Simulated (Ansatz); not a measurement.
Functionals compared on the (100) surface of rock-salt TiN, B on all N sites of the top plane (bottom of the slab: a bare face, its two planes held), in Ansatz (plane waves, PAW). The structure was relaxed with PBE; the other rows are single points on it. Cutoff 420 eV (500 eV for r2SCAN).

Set-up: 12 atoms, 10.7 Å thick at the start with caps and adatoms (thin: gaps and levels are the slab's own); mesh 12x12x1; 0.1 eV smearing; dipole correction on; 4 atoms held, the rest relaxed; start symmetry kept, larger cells not searched; no spin, no spin-orbit, no U. In PBE it lies 0.52 eV a 1x1 cell over the lowest computed structure of the same composition (B on all N sites of the second plane). These notes are the PBE run's.

```json
[
 {"functional": "PBE", "work function of the top face (eV)": "5.38", "rough cost of the single point": "–"},
 {"functional": "r2SCAN", "work function of the top face (eV)": "…", "rough cost of the single point": "roughly 50 core-seconds"}
]
```

### Question
Some entries are withheld; supply them.

### Answer

- r2SCAN, work function of the top face (eV): 5.49

Ansatz is a quantum-chemistry and plane-wave program.
